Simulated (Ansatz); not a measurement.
Defect: O vacancy in monoclinic ZrO2 strained by +1.5 % along x and y, z held, neutral cell. All values below come from PBE, PAW (plane waves to 420 eV; Ansatz, a program for electronic structure).

96-site cell at the strained lattice (strain from the relaxed PBE one, atoms relaxed), the Γ point alone, smearing 0.01 eV, spin-restricted, no finite-size correction. Energies are static. The charge state is imposed; whether it is stable for some Fermi level was not computed. Forms of the defect that were not tried may lie lower. The start lies 0.16 eV above the lowest site run (PBE).

Barriers: single points on a 2×2×2 k-point mesh shifted by half a step at the bands' geometries (they differ from the bands' own by up to 0.15 eV, and are uncertain by about as much).

The step: one O atom jumps into the vacancy from a nearby O site. Atoms about the jump, Cartesian Å from the middle of the jump, before and after:

```
atom     x0     y0     z0     x1     y1     z1
----  -----  -----  -----  -----  -----  -----
O1    -0.21   0.38   1.28   0.21  -0.38  -1.28
Zr2    1.00  -1.12   0.57   1.02  -1.10   0.58
Zr3   -1.93   1.55   0.96  -1.98   1.56   0.96
Zr4    1.48   1.04  -2.07   1.47   1.06  -2.08
O5    -2.67   0.00  -0.42  -2.65   0.01  -0.40
O6     2.51   0.03  -0.43   2.61   0.01  -0.40
O7    -0.71   3.06   0.24  -0.70   3.00   0.22
O8    -0.72  -2.24   0.19  -0.73  -2.23   0.27
O9    -0.27   2.18  -2.38  -0.24   2.24  -2.44
Zr10  -1.52  -1.61  -1.69  -1.49  -1.59  -1.66
O11    2.19   2.61  -0.71   2.19   2.60  -0.71
```

Question: Predict the transition state.

Answer: 
```csv
atom,x,y,z
O1,-0.05,0.46,-0.16
Zr2,0.97,-1.11,0.50
Zr3,-1.81,1.49,0.85
Zr4,1.45,1.10,-1.99
O5,-2.72,-0.04,-0.43
O6,2.65,0.01,-0.45
O7,-0.73,3.14,0.25
O8,-0.73,-2.23,0.15
O9,-0.24,2.26,-2.42
Zr10,-1.62,-1.65,-1.71
O11,2.19,2.62,-0.66
```
It lies 1.45 eV above the start and 1.45 eV above the end. The saddle point's order was not checked.
